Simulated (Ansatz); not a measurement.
The starting structures come from a database of crystals and need not be the phases stable at ambient conditions.

# Evanescent states of RbSrCO$_{3}$F (P-6m2, 7 atoms a cell, 17.4 Å³ an atom, -3 GPa at this level) along the normal of (110)

These are r2SCAN (plane waves, PAW; Ansatz, an electronic-structure program) values and carry that method's errors.

No gap correction and no spin-orbit coupling; mid-gap is the computed energy nearest the middle.

Energies count from the valence-band top; κ is the least over a 6×4 mesh across the current.

```json
[
 {"E (eV)": "0.11", "κ (1/Å)": "0.190", "where": "off Γ"},
 {"E (eV)": "0.33", "κ (1/Å)": "0.306", "where": "off Γ"},
 {"E (eV)": "0.55", "κ (1/Å)": "0.370", "where": "off Γ"},
 {"E (eV)": "0.77", "κ (1/Å)": "0.413", "where": "off Γ"},
 {"E (eV)": "0.99", "κ (1/Å)": "0.443", "where": "Γ"},
 {"E (eV)": "1.21", "κ (1/Å)": "___", "where": "Γ"},
 {"E (eV)": "1.43", "κ (1/Å)": "___", "where": "Γ"},
 {"E (eV)": "1.65", "κ (1/Å)": "___", "where": "Γ"},
 {"E (eV)": "1.87", "κ (1/Å)": "___", "where": "Γ"},
 {"E (eV)": "2.09", "κ (1/Å)": "___", "where": "Γ"},
 {"E (eV)": "2.31", "κ (1/Å)": "___", "where": "Γ"},
 {"E (eV)": "2.53", "κ (1/Å)": "___", "where": "Γ"},
 {"E (eV)": "2.75", "κ (1/Å)": "___", "where": "Γ"},
 {"E (eV)": "2.97", "κ (1/Å)": "___", "where": "Γ"},
 {"E (eV)": "3.19", "κ (1/Å)": "0.413", "where": "Γ"},
 {"E (eV)": "3.41", "κ (1/Å)": "___", "where": "Γ"},
 {"E (eV)": "3.63", "κ (1/Å)": "0.363", "where": "Γ"},
 {"E (eV)": "3.85", "κ (1/Å)": "0.330", "where": "Γ"},
 {"E (eV)": "4.07", "κ (1/Å)": "0.288", "where": "Γ"},
 {"E (eV)": "4.29", "κ (1/Å)": "0.235", "where": "Γ"},
 {"E (eV)": "4.51", "κ (1/Å)": "0.158", "where": "Γ"}
]
```

Complete the blanks.


- 1.21, κ (1/Å): 0.459
- 1.43, κ (1/Å): 0.468
- 1.65, κ (1/Å): 0.471
- 1.87, κ (1/Å): 0.472
- 2.09, κ (1/Å): 0.470
- 2.31, κ (1/Å): 0.465
- 2.53, κ (1/Å): 0.457
- 2.75, κ (1/Å): 0.446
- 2.97, κ (1/Å): 0.431
- 3.41, κ (1/Å): 0.390
